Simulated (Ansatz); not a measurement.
Given:

```yaml
crystal:
  lattice:
    - [0.00000, 2.95385, 2.95385]
    - [2.95385, 0.00000, 2.95385]
    - [2.95385, 2.95385, 0.00000]
  atoms:
    - { symbol: P, position: [0.25000, 0.25000, 0.25000] }
    - { symbol: In, position: [0.00000, 0.00000, 0.00000] }
```

No spin polarisation.

Level of theory: r2SCAN, PAW, 500 eV (Ansatz, a quantum-chemistry and plane-wave program; spin-orbit coupling left out), earlier PAW set. Settings: 10×10×10 k-points, 0.05 eV Fermi–Dirac smearing.

Estimate the hole mass (degenerate bands, along [100]).

0.072, 0.44, 0.44 mₑ (at Γ).

Estimate the band gap.

1.02 eV.

Estimate the space group.

F-43m (No. 216).

Masses are band curvatures over ±0.01 Å⁻¹ around the edge. Stability against distortions was not tested. The cell was made from BP by this change: B → In.
